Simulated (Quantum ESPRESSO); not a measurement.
Quantum ESPRESSO run on KNaCl2 (R-3m, 4 atoms in the cell): self-consistent single point.

Method: LDA (PZ), GBRV 1.5 ultrasoft (LDA) pseudopotentials (plane waves; Quantum ESPRESSO 7.5).

The change in words: lattice scaled by 0.98. Reference geometry:
```
KNaCl2
1.0
    2.08632     1.20454     6.94949
   -2.08632     1.20454     6.94949
    0.00000    -2.40908     6.94949
K Na Cl
1 1 2
Cartesian
  0.00000   0.00000  10.42423
  0.00000   0.00000   0.00000
  0.00000   0.00000  15.43758
  0.00000   0.00000   5.41089
```

Reference input (self-consistent single point, DFT, LDA (PZ), plane waves, GBRV 1.5 ultrasoft (LDA) pseudopotentials): ecutwfc = 40 Ry; ecutrho = 200 Ry; occupations = fixed; potentials = {K: k_lda_v1.4.uspp.F.UPF, Na: na_lda_v1.5.uspp.F.UPF, Cl: cl_lda_v1.4.uspp.F.UPF}; K_POINTS = automatic 8 8 8 0 0 0; nbnd = 20; conv_thr = 1e-10 Ry. This run's input differs from it in these lines:

```diff
@@ -25,6 +25,6 @@
 ATOMIC_POSITIONS {alat}
-K     0.000000000    0.000000000    1.417259460
+K     0.000000000    0.000000000    1.417259435
 Na    0.000000000    0.000000000    0.000000000
-Cl    0.000000000    0.000000000    2.098864886
-Cl    0.000000000    0.000000000    0.735654033
+Cl    0.000000000    0.000000000    2.098864850
+Cl    0.000000000    0.000000000    0.735654020
 K_POINTS {automatic}
@@ -32,5 +32,5 @@
 CELL_PARAMETERS {angstrom}
-   2.086319931     1.204537374     6.949490000
-  -2.086319931     1.204537374     6.949490000
-   0.000000000    -2.409074747     6.949490000
+   2.044593801     1.180446781     6.810500000
+  -2.044593801     1.180446781     6.810500000
+   0.000000000    -2.360893563     6.810500000
```

The program printed (abridged):

```
     Self-consistent Calculation

     iteration #  1     ecut=    40.00 Ry     beta= 0.70

     Threshold (ethr) on eigenvalues was too large:
     Diagonalizing with lowered threshold

     negative rho (up, down):  2.973E-02 0.000E+00

     total energy              =    -219.16729506 Ry
     estimated scf accuracy    <       0.15571769 Ry

     iteration #  2     ecut=    40.00 Ry     beta= 0.70

     negative rho (up, down):  2.880E-02 0.000E+00

     total energy              =    -219.21671883 Ry
     estimated scf accuracy    <       0.03214213 Ry

     iteration #  3     ecut=    40.00 Ry     beta= 0.70

     negative rho (up, down):  2.840E-02 0.000E+00

     total energy              =    -219.22244388 Ry
     estimated scf accuracy    <       0.00090751 Ry

   [... 6 blocks of this kind left out ...]

     iteration # 10     ecut=    40.00 Ry     beta= 0.70

     negative rho (up, down):  2.833E-02 0.000E+00

     total energy              =    -219.22348665 Ry
     estimated scf accuracy    <          9.1E-10 Ry

     iteration # 11     ecut=    40.00 Ry     beta= 0.70

     negative rho (up, down):  2.833E-02 0.000E+00
     End of self-consistent calculation

     highest occupied, lowest unoccupied level (ev):     1.3490    6.2485

!    total energy              =    -219.22348665 Ry
     estimated scf accuracy    <          4.0E-11 Ry

     convergence has been achieved in  11 iterations

     negative rho (up, down):  2.833E-02 0.000E+00

     Forces acting on atoms (cartesian axes, Ry/au):

     atom    1 type  1   force =     0.00000000   -0.00000000   -0.00000000
     atom    2 type  2   force =    -0.00000000    0.00000000    0.00000000
     atom    3 type  3   force =     0.00000000    0.00000000    0.00188274
     atom    4 type  3   force =     0.00000000    0.00000000   -0.00188274

     Total force =     0.002663     Total SCF correction =     0.000019

     negative rho (up, down):  2.833E-02 0.000E+00
          total   stress  (Ry/bohr**3)                   (kbar)     P=      -10.76
  -0.00006886   0.00000000   0.00000000          -10.13        0.00        0.00
  -0.00000000  -0.00006886  -0.00000000           -0.00      -10.13       -0.00
  -0.00000000  -0.00000000  -0.00008166           -0.00       -0.00      -12.01

   JOB DONE.
```

The run converged in 11 iterations. Against the reference run the free energy goes down by 12.8 meV/atom, the pressure goes from -2.34 to -1.08 GPa, the largest force goes from 0.073 to 0.048 eV/Å and the gap on the mesh goes from 4.685 to 4.900 eV.

The starting cell comes from a database of computed structures (which also holds hypothetical and non-ambient phases and stackings), without a prior relaxation at this level. For this run, on top of that: lattice scaled by 0.98.

Cost on one core of a shared machine: roughly 3 min.
